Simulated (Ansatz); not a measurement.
We consider As (model structure, started from the C4 type, I4₁32, No. 214, 4 atoms in the cell), described by LDA (PAW; Ansatz, a quantum-chemistry and plane-wave program).

Numerical settings: plane-wave cutoff 520 eV, 14×14×14 k mesh, Fermi–Dirac smearing 0.05 eV, scalar-relativistic PAW data made under PBE.

Cell (relaxed at this level):

```
CELL_PARAMETERS angstrom
     -3.42125     3.42125     3.42125
      3.42125    -3.42125     3.42125
      3.42125     3.42125    -3.42125
ATOMIC_POSITIONS crystal
  As 0.00000 0.25000 0.50000
  As 0.25000 0.50000 0.00000
  As 0.50000 0.00000 0.25000
  As 0.25000 0.25000 0.25000
```

Task: Give the computed bulk modulus B0.

Result: 
- bulk modulus B0: 33.9 GPa

The run finds no gap.

Note: the bulk modulus is −V dP/dV from two relaxed cells at ±2 % in volume; the relaxation could raise the start's symmetry but not lower it, so the cell can be a saddle point.

Computed values are for the static lattice.

Computing time: around 3 core-minutes (rough).

A model structure was made by putting elements into a prototype or built by hand; it is no filed structure, need not be a known phase, and can be a saddle point held by its symmetry.
